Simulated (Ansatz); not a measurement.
Take C in the graphite type structure (space group P6_3/mmc, No. 194; a = 2.458 Å, c = 6.565 Å; layered, stacked along the Cartesian z axis) as the base. Axes: x lies along a and z along c of the hexagonal cell.

Method: Ansatz (an electronic-structure program), PBEsol-D3(BJ), PAW, cutoff 420 eV, no spin-orbit coupling, earlier PAW set.

Strains are applied to the cell and any free atomic positions relax.

One change was made to it. Results:

The energy grows by 76 meV/atom; the pressure (mean of the normal stresses, compression positive) goes from zero to -20.1 GPa.

Q: Which change produced these results?
A) uniaxial strain ε_xx = −1.28 %
B) isotropic strain +0.59 %
C) uniaxial strain ε_xx = +5.31 %

A: C, uniaxial strain ε_xx = +5.31 %. For comparison, the energy relative to the base in the other runs: isotropic strain +0.59 % gives +2.5 meV/atom; uniaxial strain ε_xx = −1.28 % gives +5.0 meV/atom.

A case with no gap was solved on a k-mesh chosen for an insulator, which is coarse for it. Whether these cells are dynamically stable was not tested.
